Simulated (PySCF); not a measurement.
PySCF 2.14.0, unrestricted PBE/def2-svpd, df: Rb(I) anion ([Rb][I]), charge -1, multiplicity 2, 2 atoms. The geometry is a generated start, not checked to be a minimum at this level.

* **task**: energy
* **method**: pbe
* **basis**: def2-svpd
* **two-electron scheme**: density fitting
* **mol.max_memory**: 3000 MB
* **mf.max_cycle**: 100
* **mf.init_guess**: minao (default)
* **mf.DIIS**: CDIIS (default)
* **mf.diis_space**: 8 (default)
* **mf.conv_tol**: 1e-09 (default)
* **mf.grids.level**: 3 (default)
* **effective core potentials**: those of the basis set, past Kr
* **basis functions**: 62
* **grid points**: 43872

```xyz
2

Rb    -1.0748    -0.8034    -0.9338
I      1.0748     0.8034     0.9338
```

Charge -1 and multiplicity 2 are set for this test and not shown to be the ground state.

One run each on 2 threads, 1 BLAS thread. Values of level_shift (Hartree) tried: 0 (default), 0.1, 0.3, 1.

Task: How does the count of Fock builds change with level_shift (Hartree), and where is it least?

Result: Fewest Fock builds: 0 (default) with 15. The count rises to 87 at 0.3. The run ends without SCF convergence in 100 cycles at 1.

```json
[
 {"level_shift (Hartree)": "0 (default)", "Fock builds": "15", "end": "same solution"},
 {"level_shift (Hartree)": "0.1", "Fock builds": "37", "end": "same solution"},
 {"level_shift (Hartree)": "0.3", "Fock builds": "87", "end": "same solution"},
 {"level_shift (Hartree)": "1", "Fock builds": "101", "end": "no convergence"}
]
```
